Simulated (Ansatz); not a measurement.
## Pressure series in AgRhO2

Consider AgRhO$_{2}$ (space group R-3m, No. 166; a model cell, its experimental status unchecked).

AgRhO2 is modelled in the trigonal space group R-3m, hexagonal axes (No. 166), Pearson symbol hR4. Conventional cell: a = 3.0535 Å, b = 3.0535 Å, c = 18.5756 Å, α = 90.00°, β = 90.00°, γ = 120.00°. Ag on 3a has 2 O at 2.095 Å (linear). Rh on 3b is surrounded by 6 O at 2.027 Å (octahedral). O on 6c is coordinated by 3 Rh at 2.027 Å and 1 Ag at 2.095 Å (tetrahedral). (Neighbours: up to the widest gap in distance over summed covalent radii, below 1.35, at either atom; cation-cation and far metal-metal contacts left out.)
(The calculation used a cell of 4 atoms; values per cell refer to that cell.)

Cell and atoms are relaxed at each pressure.

All numbers come from PBEsol in Ansatz (plane waves to 420 eV, PAW, no SOC).

```tsv
variant	band gap	volume per atom
base	0.42 eV	12.50 Å³
pressure −2 GPa	0.41 eV	12.66 Å³
pressure −1 GPa	0.41 eV	12.58 Å³
pressure 3 GPa	0.44 eV	12.28 Å³
pressure 7 GPa	0.45 eV	12.01 Å³
pressure 15 GPa	0.49 eV	11.56 Å³
pressure 30 GPa	0.54 eV	10.88 Å³
pressure 50 GPa	0.46 eV	10.21 Å³
pressure 75 GPa	0.24 eV	9.58 Å³
pressure 100 GPa	zero	9.10 Å³
```

Load acts through the strain it causes; cell and atoms are relaxed under it. Whether these cells are dynamically stable was not tested. Competing high-pressure phases were not computed. No Hubbard U is applied, and correlation can decide whether such a compound is a metal. All final runs are without spin polarisation. Gaps under 0.05 eV, about the width of the smearing, are given as zero. The zero or small gap of AgRhO2 under pressure 75 GPa and AgRhO2 under pressure 100 GPa can change with the level of theory.

Ansatz is a program for electronic structure.
